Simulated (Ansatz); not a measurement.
# Pressure series in MgAl2C2

Consider MgAl₂C₂ (space group P-3m1, No. 164; a = 3.3754 Å, c = 5.7737 Å; a cell from a computed database, its experimental status unchecked).

Cell and atoms are relaxed at each pressure.

Method: PBEsol, PAW, 420 eV (Ansatz, a program for electronic structure; no spin-orbit coupling).

```csv
change,band gap,smallest direct gap,lattice parameter a
base,1.66 eV,2.95 eV,3.375 Å
pressure −2 GPa,1.66 eV,2.92 eV,3.389 Å
pressure −1 GPa,1.66 eV,2.94 eV,3.382 Å
pressure 3 GPa,1.67 eV,2.98 eV,3.357 Å
pressure 7 GPa,1.67 eV,3.01 eV,3.334 Å
pressure 15 GPa,1.67 eV,3.08 eV,3.295 Å
pressure 30 GPa,1.64 eV,3.15 eV,3.235 Å
pressure 75 GPa,1.50 eV,3.19 eV,3.116 Å
```

Load acts through the strain it causes; cell and atoms are relaxed under it. No phonon test of stability was made. Competing high-pressure phases were not computed.
